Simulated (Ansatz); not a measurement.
Base system: BaZrO3 in the cubic perovskite structure (space group Pm-3m, No. 221; a = 4.1806 Å). Axes: x, y, z lie along the cube axes.

Calculations: Kohn–Sham DFT with the PBEsol functional, run in Ansatz (a program for electronic structure) with PAW and 420 eV plane waves, no SOC.

Strains are applied to the cell and any free atomic positions relax.

One change was made to it. Results:

| quantity | base | after |
|---|---|---|
| energy relative to the base (free energy F) | 0 meV/atom | +2.7 meV/atom |
| shortest interatomic distance | 2.090 Å | 2.090 Å |

### Question
Name the change that was made.
A. tensor shear ε_xy = +1.33 %
B. tensor shear ε_xy = +0.33 %
C. tensor shear ε_xy = +0.67 %

### Answer
A, tensor shear ε_xy = +1.33 %. For comparison, the energy relative to the base in the other runs: tensor shear ε_xy = +0.33 % gives +0.1 meV/atom; tensor shear ε_xy = +0.67 % gives +0.7 meV/atom.

Whether these cells are dynamically stable was not tested.
